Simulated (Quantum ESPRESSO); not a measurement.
# A short convergence ladder for HfCd (P4mm, 4 atoms in the cell)

```
HfCd
1.0
    3.03202     0.00000     0.00000
    0.00000     3.03202     0.00000
    0.00000     0.00000     9.11665
Hf Cd
2 2
Direct
  0.00000   0.50000   0.88712
  0.50000   0.00000   0.11836
  0.00000   0.50000   0.37747
  0.50000   0.00000   0.62253
```

Base method: PBEsol, GBRV 1.5 ultrasoft (PBESOL) pseudopotentials (plane waves; Quantum ESPRESSO).

Base settings: ecutwfc = 40 Ry; ecutrho = 320 Ry; occupations = smearing; smearing = fermi-dirac; degauss = 0.0073499 Ry; potentials = {Hf: hf_pbesol_v1.uspp.F.UPF, Cd: cd_pbesol_v1.uspp.F.UPF}; K_POINTS = automatic 5 5 2 0 0 0; conv_thr = 1e-10 Ry; mixing_beta = 0.4.

The count of work is k-points × plane waves × bands × iterations; it is no time. 

**The k-point mesh**

The second cell is the first with its lattice scaled by 0.98.

Only quantities that move along the ladder and can be compared are tabulated.

| K_POINTS | free energy less the last step's (meV/atom) | energy of the compressed cell less the first (meV/atom) | pressure (GPa) | largest difference of a force vector from the last step's (eV/Å) | count of work / last |
|---|---|---|---|---|---|
| automatic 2 2 1 0 0 0 | -117.27 | -1.34 | -3.73 | 1.493 | 0.10 |
| automatic 4 4 2 0 0 0 | -36.95 | 18.65 | -1.33 | 0.140 | 0.37 |
| automatic 5 5 2 0 0 0 | -0.11 | 26.12 | -0.45 | 0.056 | 0.37 |
| automatic 9 9 3 0 0 0 | 0.00 | 23.12 | -0.82 | 0.000 | 1.0 |

Coarsest K_POINTS that holds the pressure within 1 GPa of the last step, with all finer ones: automatic 4 4 2 0 0 0, at 0.37 of the last step's count of work; the step before is off by 2.9 GPa.

Coarsest K_POINTS that holds the free energy within 2 meV/atom of the last step, with all finer ones: automatic 5 5 2 0 0 0, at 0.37 of the last step's count of work; the step before is off by 37 meV/atom.

Coarsest K_POINTS that holds the energy of the compressed cell less the first within 2 meV/atom: not settled: the last two steps still differ by 3.0 meV/atom, over half the tolerance, so the ladder does not show it.

On the base run: the starting cell comes from a database of computed structures (which also holds hypothetical and non-ambient phases and stackings), without a prior relaxation at this level. Its lattice was rescaled by up to half a per cent. One atom was moved a little off its site on purpose. Without a gap this mesh is coarse (it stands for a supercell whose shortest vector is 15 Å).
